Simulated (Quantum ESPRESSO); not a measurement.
A self-consistent single point of TePdSe (P3m1, 3 atoms in the cell) with Quantum ESPRESSO.

Level of theory: LDA (PZ), GBRV 1.5 ultrasoft (LDA) pseudopotentials (plane waves; Quantum ESPRESSO).

```
CELL_PARAMETERS angstrom
      3.92744     0.00000     0.00000
     -1.96372     3.40126     0.00000
      0.00000     0.00000     5.02889
ATOMIC_POSITIONS crystal
  Te 0.00000 0.00000 0.73055
  Pd 0.33333 0.66667 0.00891
  Se 0.66667 0.33333 0.26054
```

Reference input (self-consistent single point, DFT, PBEsol, plane waves, GBRV 1.5 ultrasoft (PBESOL) pseudopotentials): ecutwfc = 40 Ry; ecutrho = 320 Ry; occupations = smearing; smearing = gauss; degauss = 0.0073499 Ry; potentials = {Te: te_pbesol_v1.uspp.F.UPF, Pd: pd_pbesol_v1.4.uspp.F.UPF, Se: se_pbesol_v1.uspp.F.UPF}; K_POINTS = automatic 10 10 7 0 0 0; conv_thr = 1e-09 Ry. This run's input differs from it in these lines:

```diff
@@ -22,5 +22,5 @@
 ATOMIC_SPECIES
-Te   127.6000  te_pbesol_v1.uspp.F.UPF
-Pd   106.4200  pd_pbesol_v1.4.uspp.F.UPF
-Se    78.9710  se_pbesol_v1.uspp.F.UPF
+Te   127.6000  te_lda_v1.uspp.F.UPF
+Pd   106.4200  pd_lda_v1.4.uspp.F.UPF
+Se    78.9710  se_lda_v1.uspp.F.UPF
 ATOMIC_POSITIONS {crystal}
```

Output, abridged:

```
     Self-consistent Calculation

     iteration #  1     ecut=    40.00 Ry     beta= 0.70

     negative rho (up, down):  7.191E-02 0.000E+00

     total energy              =    -266.35563071 Ry
     estimated scf accuracy    <       3.24685802 Ry

     iteration #  2     ecut=    40.00 Ry     beta= 0.70

     negative rho (up, down):  7.536E-02 0.000E+00

     total energy              =    -267.71910920 Ry
     estimated scf accuracy    <      10.01252106 Ry

     iteration #  3     ecut=    40.00 Ry     beta= 0.70

     negative rho (up, down):  7.566E-02 0.000E+00

     total energy              =    -268.54046341 Ry
     estimated scf accuracy    <       0.77772664 Ry

   [... 8 blocks of this kind left out ...]

     iteration # 12     ecut=    40.00 Ry     beta= 0.70

     negative rho (up, down):  7.594E-02 0.000E+00

     total energy              =    -268.59841547 Ry
     estimated scf accuracy    <          1.2E-09 Ry

     iteration # 13     ecut=    40.00 Ry     beta= 0.70

     negative rho (up, down):  7.594E-02 0.000E+00
     End of self-consistent calculation

     the Fermi energy is     9.5564 ev

!    total energy              =    -268.59841547 Ry
     estimated scf accuracy    <          3.5E-11 Ry
     smearing contrib. (-TS)   =      -0.00061771 Ry
     internal energy E=F+TS    =    -268.59779776 Ry

     convergence has been achieved in  13 iterations

     negative rho (up, down):  7.594E-02 0.000E+00

     Forces acting on atoms (cartesian axes, Ry/au):

     atom    1 type  1   force =     0.00000000    0.00000000   -0.00102903
     atom    2 type  2   force =     0.00000000    0.00000000    0.00916749
     atom    3 type  3   force =     0.00000000    0.00000000   -0.00813846

     Total force =     0.012302     Total SCF correction =     0.000006

     negative rho (up, down):  7.594E-02 0.000E+00
          total   stress  (Ry/bohr**3)                   (kbar)     P=      -44.45
  -0.00029843   0.00000000   0.00000000          -43.90        0.00        0.00
   0.00000000  -0.00029843   0.00000000            0.00      -43.90        0.00
   0.00000000   0.00000000  -0.00030972            0.00        0.00      -45.56

   JOB DONE.
```

The run converged in 13 iterations. Against the reference run the pressure goes from -2.29 to -4.45 GPa and the largest force goes from 0.257 to 0.236 eV/Å.

The starting cell comes from a database of computed structures (which also holds hypothetical and non-ambient phases and stackings), without a prior relaxation at this level. Spin polarisation is off. With a pressure of about -4 GPa the cell is away from its equilibrium volume at this level.

Cost on one core of a shared machine: roughly 80 s.
